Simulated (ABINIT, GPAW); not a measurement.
A GPAW input for a self-consistent single point of Lu2Ga3Cu (P3m1, 6 atoms in the cell) (DFT LDA (Perdew-Wang 92), plane waves, GPAW PAW datasets LDA (gpaw-data 1.0.1)):

```python
from ase import Atoms
from ase.units import GPa
from gpaw import GPAW, PW

atoms = Atoms(['Lu', 'Lu', 'Ga', 'Ga', 'Ga', 'Cu'],
              cell=[[4.281980, 0.000000, 0.000000],
                    [-2.140990, 3.708303, 0.000000],
                    [0.000000, 0.000000, 6.979970]],
              positions=[[2.140992, 1.236100, 5.096634],
                         [2.140992, 1.236100, 1.825472],
                         [0.000000, 0.000000, 3.320302],
                         [0.000000, 0.000000, 0.326174],
                         [-0.000002, 2.472203, 6.611079],
                         [-0.000002, 2.472203, 3.760180]],
              pbc=True)

calc = GPAW(mode=PW(800),
            xc='LDA',
            kpts={'size': (6, 6, 3), 'gamma': True},
            occupations={'name': 'methfessel-paxton', 'width': 0.136, 'order': 0},
            nbands=-14,
            symmetry={'symmorphic': False, 'tolerance': 0.0005},
            maxiter=100)

atoms.calc = calc

energy = atoms.get_potential_energy()
print('Energy (eV):', round(energy, 6))
forces = atoms.get_forces()
print('Forces (eV/Ang):')
print(forces.round(5))
stress = atoms.get_stress()
print('Stress (GPa, Voigt):', (stress / GPa).round(4))
```

**Question.** Translate this input to ABINIT.

**Answer.** One input that does it (others would too):

```
# Lu2Ga3Cu, JTH v2.0 LDA PAW
pp_dirpath "./"
pseudos "Lu.LDA_PW-JTH.xml, Ga.LDA_PW-JTH.xml, Cu.LDA_PW-JTH.xml"
acell 3*1.0
rprim
         8.0917689709    0.0000001161    0.0000000000
        -4.0458845860    7.0076774323    0.0000000000
         0.0000000000    0.0000000000   13.1902316581
natom 6
ntypat 3
znucl 71 31 29
typat 1 1 2 2 2 3
xred
         0.6666666667    0.3333333333    0.7301800000
         0.6666666667    0.3333333333    0.2615300000
         0.0000000000    0.0000000000    0.4756900000
         0.0000000000    0.0000000000    0.0467300000
         0.3333333333    0.6666666667    0.9471500000
         0.3333333333    0.6666666667    0.5387100000
ecut 30 Ha
pawecutdg 60 Ha
pawxcdev 0
occopt 7
tsmear 0.136 eV
nband 67
kptopt 1
ngkpt 6 6 3
nshiftk 1
shiftk 0 0 0
nstep 80
tolvrs 1.0e-11
prtwf 0
prtden 0
prtvol 1
```

Basis, cutoffs, solver keys and any potentials are the target program's own. This input uses DFT, LDA (PW92), plane waves, PAW (JTH v2.0 LDA PAW). LDA parametrisations can differ slightly between programs.

The starting cell comes from a database of computed structures (which also holds hypothetical and non-ambient phases and stackings), without a prior relaxation at this level.
